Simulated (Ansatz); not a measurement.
## Hypothetical zinc blende PbTe, pressure series

Consider PbTe in the zinc blende structure (space group F-43m, No. 216; a = 7.336 Å; a hypothetical phase, not in the database extracts checked).

Cell and atoms are relaxed at each pressure.

Level of theory: plane-wave PAW DFT at the PBE level (Ansatz, a quantum-chemistry and plane-wave program, 420 eV), no spin-orbit coupling, earlier PAW set.

```tsv
pressure (GPa)	volume per atom (Å³/atom)
-2	54.620
-1	?
0	49.342
7	40.716
15	35.839
30	30.799
50	26.981
75	24.135
100	22.207
```

Q: Fit the third-order Birch–Murnaghan form P(V) = (3B₀/2)[(V₀/V)^(7/3) − (V₀/V)^(5/3)]·[1 + (3/4)(B₀′ − 4)((V₀/V)^(2/3) − 1)] (squares taken in P) to the rows shown and predict the withheld row.

A: Least squares on the printed values gives V₀ = 49.551 Å³/atom, B₀ = 23.5 GPa, B₀′ = 4.1; this predicts 51.927 Å³/atom, and the run gives 51.595 Å³/atom, 0.332 lower.

The mesh was chosen for an insulator and is coarse for the gapless case. Load acts through the strain it causes; cell and atoms are relaxed under it. Stability against distortions was not tested. No other phases were tried under pressure. All final runs are without spin polarisation.
